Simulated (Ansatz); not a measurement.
The parent structure is CuI in the zinc blende structure (space group F-43m, No. 216; a = 5.8619 Å).

Calculations: LDA (Ansatz, a program for electronic structure), no spin-orbit coupling.

Base values:

- Band gap = 1.22 eV
- Shortest interatomic distance = 2.538 Å

The change: a hydrostatic pressure of 0.9 GPa.

Q: Predict the new band gap and shortest interatomic distance.

A: The band gap goes up by 0.05 eV, from 1.22 eV to 1.27 eV; the shortest interatomic distance shrinks by 0.013 Å, from 2.538 Å to 2.525 Å.

With I present, leaving out spin-orbit coupling can change the band edges. Load acts through the strain it causes; cell and atoms are relaxed under it. Stability against distortions was not tested. All final runs are without spin polarisation.
